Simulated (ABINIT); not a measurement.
Band structure of CoH (Fm-3m, 2 atoms in the cell).

```xyz
2
Lattice="0.0000 1.8430 1.8430 1.8430 0.0000 1.8430 1.8430 1.8430 0.0000" Properties=species:S:1:pos:R:3 pbc="T T T"
Co     0.0000     0.0000     0.0000
H      1.8430     1.8430     1.8430
```
Moments meant for the start (each program seeds them in its own way; μB, in the order of the atoms Co H): 3.0 0.0.

Method of the run: PBEsol, norm-conserving pseudopotentials (PseudoDojo nc-sr-04 PBEsol standard) (plane waves; ABINIT).

Settings: pseudos = [Co.upf, H.upf]; ecut = 48 Ha; ixc = -116133; nsppol = 2; occopt = 7; tsmear = 0.2 eV; ngkpt = 15 15 15; nshiftk = 1; shiftk = 0 0 0; potentials = PseudoDojo nc-sr-04 PBEsol standard; kptopt = 1; nstep = 60; toldfe1 = 1e-09 Ha.

The starting cell comes from a database of computed structures (which also holds hypothetical and non-ambient phases and stackings), without a prior relaxation at this level. With one magnetic atom in the cell only a parallel order is possible.

Levels in eV from the Fermi level, bands 7 to 14 of the first spin channel:
```tsv
point	7	8	9	10	11	12	13	14
Γ	-2.68	-2.68	-1.61	-1.61	14.95	20.45	21.01	21.01
X	-0.90	-0.71	-0.71	0.33	3.87	10.91	10.91	14.83
W	-3.49	-1.84	-0.71	3.24	5.43	5.43	8.18	23.00
K	-2.64	-1.55	-0.97	2.53	3.72	6.32	13.22	15.76
L	-2.86	-2.86	-0.90	-0.90	3.91	12.53	20.82	20.82
U	-2.64	-1.55	-0.97	2.53	3.72	6.32	13.22	15.76
```

Bands cross the Fermi level along this path, so the cell is metallic at this level.

The net moment of the cell came out as 1.17 μB.
